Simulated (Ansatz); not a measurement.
## Al: energy against strain

Al (fcc, Fm-3m, 15.807 Å³/atom at rest) under an equal strain ε in the (111) plane with the normal axis free, as in a coherent film. LDA in Ansatz, a plane-wave DFT program (PAW, default set), 420 eV, 28×28×28 Γ-centred mesh, Fermi-Dirac smearing 0.10 eV; ions are relaxed within the symmetry of each cell.

Here s stands for strain and y for E less E0.

| strain (%) | E less E0 (meV/atom) |
|---|---|
| -2.50 | ? |
| -1.25 | 1.77 |
| -0.83 | 0.74 |
| -0.42 | 0.18 |
| 0.00 | 0.00 |
| 0.42 | 0.21 |
| 0.83 | 0.77 |
| 1.25 | 1.68 |

**Question.** Fit y against s with a parabola, and predict the withheld value at s = -2.50.

**Answer.** Least squares gives y = -0.001 - 0.0154·s + 1.1039·s². Residuals (row less fit): 0.027, -0.032, -0.020, 0.001, 0.023, 0.023, -0.025; standard error 0.031 (degrees of freedom: 4). Twice the quadratic coefficient over the volume, 2 × 1.1039 meV × 10⁴ × 0.1602 / 15.807 Å³, is twice the biaxial elastic modulus of this plane = 224 ± 4 GPa. At the withheld row, y = -0.001 - 0.0154 × (-2.50) + 1.1039 × (-2.50)² = 6.937 meV/atom. The calculation gives 8.43 meV/atom, 1.493 meV/atom above the prediction (17.7 % of the range of y in the table). The row lies outside the fitted rows, so this is an extrapolation. From the scatter of the fitted rows alone, a prediction at this place has a standard error of 0.119 meV/atom, so the miss is 12.5 times that.

One order more, fitted to all 13 runs of the series, follows each within 0.11, so the miss is the next term of a smooth law. In a metal these values are sensitive to mesh and smearing; energies are taken to zero smearing, stresses follow the free energy. Rows are the converged runs of the series near zero and its far end; series whose fitted rows scatter by over a few per cent of the range, as at a crossing or softening among them, aren't shown in this form. Most that stay on the fit to the last digits aren't either.
